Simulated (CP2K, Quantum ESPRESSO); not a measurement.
A Quantum ESPRESSO input for a self-consistent single point of LiMg (Cm, 6 atoms in the cell) (DFT, PBEsol, plane waves, SSSP 1.1.2 efficiency (PBE) pseudopotentials):

```fortran
&CONTROL
 calculation = 'scf'
 prefix = 'limg'
 outdir = './out'
 pseudo_dir = './'
 tprnfor = .true.
 tstress = .true.
/
&SYSTEM
 ibrav = 0
 nat = 6
 ntyp = 2
 ecutwfc = 40
 ecutrho = 320
 occupations = 'smearing'
 smearing = 'fermi-dirac'
 degauss = 0.0099958
 input_dft = 'pbesol'
/
&ELECTRONS
 conv_thr = 1.0d-10
 mixing_beta = 0.5
/
ATOMIC_SPECIES
Li     6.9400  li_pbe_v1.4.uspp.F.UPF
Mg    24.3050  Mg.pbe-n-kjpaw_psl.0.3.0.UPF
ATOMIC_POSITIONS {crystal}
Li    0.3884900000    0.3884900000    0.2770500000
Li    0.6672400000    0.6672400000    0.3346300000
Li    0.0541800000    0.0541800000    0.6084200000
Mg    0.0025000000    0.0025000000    0.0088700000
Mg    0.3331800000    0.3331800000    0.6608800000
Mg    0.7210900000    0.7210900000    0.9434800000
K_POINTS {automatic}
7 7 3  0 0 0
CELL_PARAMETERS {bohr}
  10.4010488105    -2.9144679102     0.0000000000
  10.4010488105     2.9144679102     0.0000000000
  -3.9908143368     0.0000000000    13.1509121266
```

Problem. Translate this input to CP2K.

Solution. One input that does it (others would too):

```
&GLOBAL
  PROJECT calc
  RUN_TYPE ENERGY_FORCE
  PRINT_LEVEL MEDIUM
&END GLOBAL
&FORCE_EVAL
  METHOD Quickstep
  STRESS_TENSOR ANALYTICAL
  &DFT
    BASIS_SET_FILE_NAME BASIS_MOLOPT
    POTENTIAL_FILE_NAME GTH_POTENTIALS
    &QS
      METHOD GPW
      EPS_DEFAULT 1E-10
    &END QS
    &MGRID
      CUTOFF 1000
      REL_CUTOFF 50
      NGRIDS 5
    &END MGRID
    &SCF
      SCF_GUESS ATOMIC
      EPS_SCF 1E-7
      MAX_SCF 100
      ADDED_MOS 7
      &DIAGONALIZATION
        ALGORITHM STANDARD
      &END DIAGONALIZATION
      &MIXING
        METHOD BROYDEN_MIXING
        ALPHA 0.3
        NBUFFER 12
        BETA 1
      &END MIXING
      &SMEAR ON
        METHOD FERMI_DIRAC
        ELECTRONIC_TEMPERATURE [K] 1578.21
      &END SMEAR
    &END SCF
    &KPOINTS
      SCHEME MONKHORST-PACK 7 7 3
    &END KPOINTS
    &XC
      &XC_FUNCTIONAL
        &PBE
          PARAMETRIZATION PBESOL
        &END PBE
      &END XC_FUNCTIONAL
    &END XC
    &PRINT
      &MO
        EIGENVALUES T
        OCCUPATION_NUMBERS T
        NDIGITS 8
        FILENAME mo
        &EACH
          QS_SCF 0
        &END EACH
        ADD_LAST NUMERIC
      &END MO
      &MULLIKEN ON
      &END MULLIKEN
    &END PRINT
  &END DFT
  &SUBSYS
    &CELL
      A 5.71599400 0.00000000 0.00000000
      B 4.88373400 2.97014000 0.00000000
      C -2.03352300 -0.56981200 6.95916300
      PERIODIC XYZ
    &END CELL
    &COORD
      Li       3.55450078     0.99600327     1.92803611
      Li       6.39208471     1.79112002     2.32874471
      Li      -0.66294280    -0.18576283     4.23409395
      Mg       0.00846197     0.00237112     0.06172778
      Mg       2.18770269     0.61301389     4.59917164
      Mg       5.72476958     1.60413203     6.56583111
    &END COORD
    &KIND Li
      BASIS_SET DZVP-MOLOPT-SR-GTH-q3
      POTENTIAL GTH-PBE-q3
    &END KIND
    &KIND Mg
      BASIS_SET DZVP-MOLOPT-SR-GTH-q10
      POTENTIAL GTH-PBE-q10
    &END KIND
  &END SUBSYS
  &PRINT
    &FORCES ON
    &END FORCES
    &STRESS_TENSOR ON
    &END STRESS_TENSOR
  &END PRINT
&END FORCE_EVAL
```

Basis, cutoffs, solver keys and any potentials are the target program's own. This input uses DFT PBEsol, GPW, DZVP-MOLOPT-SR-GTH basis, GTH-PBE potentials (GTH_POTENTIALS).

The starting cell comes from a database of computed structures (which also holds hypothetical and non-ambient phases and stackings), without a prior relaxation at this level. For this run, on top of that: lattice scaled by 0.98.
